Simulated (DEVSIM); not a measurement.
Structure: Si p-i-n diode, at 300 K.

Layer 1 from the left is Si, thickness (μm) 0.380, Na (cm⁻³) 2.4e17, τn (s) 5.3e-5, τp (s) 5.3e-5. Layer 2 from the left is Si, thickness (μm) 0.210, Nd (cm⁻³) 9.5e13, τn (s) 5.3e-5, τp (s) 5.3e-5. Layer 3 from the left is Si, thickness (μm) 1.70, Nd (cm⁻³) 1.6e18, τn (s) 5.3e-5, τp (s) 5.3e-5.

Left contact: ohmic. Right contact: ohmic. Voltage is applied to the left contact. Recombination: SRH at mid-gap, radiative. Mobility is μmin + (μ − μmin)/(1 + (N/Nref)^α).

This is a model device: material constants are rounded textbook-type values typed into the input, and sizes, dopings and lifetimes were drawn at random. Values at 300 K.

Si: gap (eV) 1.124, affinity (eV) 4.05, permittivity 11.7, Nc (cm⁻³) 2.86e19, Nv (cm⁻³) 3.1e19, μn (cm²/Vs) 1417, μp (cm²/Vs) 470, μn,min 52, μp,min 45, Nref,n 9.7e16, Nref,p 2.2e17, αn 0.68, αp 0.72, B (cm³/s) 4.7e-15.

Model (solved in DEVSIM): 1D drift-diffusion, Boltzmann statistics, complete ionisation; no tunnelling, impact ionisation, image-force lowering or self-heating.

What does the simulation give for the dark forward voltage at 100 A/cm², the dark forward voltage at 1 A/cm²?

dark forward voltage at 100 A/cm² 0.747 V; dark forward voltage at 1 A/cm² 0.628 V.
